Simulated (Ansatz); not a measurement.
**Phonon-limited transport in Cr$_{2}$C (P-3m1)**

Here is the system:

```
CELL_PARAMETERS angstrom
      2.79727     0.00000     0.00000
     -1.39864     2.42251     0.00000
      0.00000     0.00000     4.21341
ATOMIC_POSITIONS crystal
  Cr 0.66667 0.33333 0.24694
  Cr 0.33333 0.66667 0.75306
  C  0.00000 0.00000 0.50000
```

All values below come from PBEsol, DFPT electron-phonon coupling, linearised Boltzmann equation (plane waves, PAW, scalar-relativistic; Ansatz, a quantum-chemistry and plane-wave program). Geometry: relaxed with this functional, without spin-orbit coupling.

```json
{
 "resistivity at 300 K": "13.5 (x), 13.5 (y), 8.0 (z) μΩ·cm",
 "resistivity at 77 K": "0.54 (x), 0.54 (y), 0.35 (z) μΩ·cm",
 "electron mean free path at 300 K (weighted by the current that each state carries)": "5.9 (x), 5.9 (y), 6.6 (z) nm",
 "electron-phonon coupling λ": "0.32",
 "transport coupling λ_tr": "0.35 (x), 0.35 (y), 0.34 (z)",
 "logarithmic_mean_phonon_energy": "34 meV",
 "density of states at the Fermi level": "1.05 states/(eV·spin·cell)",
 "drude_plasma_energy": "5.0 (x), 5.0 (y), 6.4 (z) eV",
 "Tc for μ* = 0.10 (anisotropic Eliashberg)": "below 1 K",
 "Tc for μ* = 0.13 (anisotropic Eliashberg)": "below 1 K"
}
```

A metal at this level (no band gap). Only scattering by harmonic phonons is included (no impurities, grain boundaries, electron-electron scattering or thermal expansion). Spin-orbit coupling is left out. Halving the electron mesh (36x36x20) moves the resistivity by up to 2 % at 300 K, the mean free path by up to 1 %, the coupling by up to 1 %. Smearing 0.20 eV; phonons on a 6x6x3 q mesh, which this run doesn't test and which matters most at low temperature. Tc comes from the anisotropic Migdal-Eliashberg equations with μ*, a chosen number, referred to 42 meV.

Computed structure, not matched to a measured one here, so possibly hypothetical: Cr2C (P-3m1). Treated as nonmagnetic (a ferromagnetic start lost its moment, other orders weren't tried): Cr2C (P-3m1).
